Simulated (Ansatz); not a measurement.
Start from CdSe in the zinc blende structure (space group F-43m, No. 216; a = 6.1332 Å). Axes: x, y, z lie along the cube axes.

Computed with DFT with r2SCAN, PAW potentials and a 500 eV plane-wave cutoff in Ansatz (a program for electronic structure), scalar-relativistic without spin-orbit coupling.

Before the change:

Pressure: 0.01 GPa
Band gap: 1.04 eV
Gap character: direct at Γ

Modification: a pure shear with ε_xy = ε_yx = 0.0086, atoms relaxed at fixed cell.

Question: What does the calculation give for the pressure, band gap, largest internal atomic displacement and gap character after the change?

Answer: The pressure (mean of the normal stresses, compression positive) is still 0.01 GPa; the band gap falls by 0.04 eV, from 1.04 eV to 1.00 eV; the largest internal atomic displacement comes out as 0.011 Å; the gap character is still direct at Γ.

The cells carry an imposed strain or load. Whether these cells are dynamically stable was not tested. Labels are those of the standard path for the cell's own space group.
